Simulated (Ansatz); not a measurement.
Cubic perovskite CsSnI3 (cubic high-temperature phase) was calculated with PBE-D4 (Ansatz, a first-principles code, plane waves, PAW).

Run with plane-wave cutoff 500 eV, 6×6×6 k mesh, gaussian smearing 0.02 eV, scalar-relativistic PAW data made under PBE.

Cell (relaxed at this level):

```
CsSnI3
1.0
    6.18169     0.00000     0.00000
    0.00000     6.18169     0.00000
    0.00000     0.00000     6.18169
Cs Sn I
1 1 3
Cartesian
  0.00000   0.00000   0.00000
  3.09085   3.09085   3.09085
  3.09085   0.00000   3.09085
  0.00000   3.09085   3.09085
  3.09085   3.09085   0.00000
```

Problem. What does this level give for the band gap?

Solution. 
* **band gap**: 0.26 eV (on the SCF k mesh)

Note: the relaxation could not lower the start's symmetry, so the cell can be a saddle point above a distorted one.

Spin–orbit coupling is not included; with these elements it can move the gap by several tenths of an eV or more.

Static lattice: no zero-point or thermal effects.

The result took very roughly 26 core-seconds.
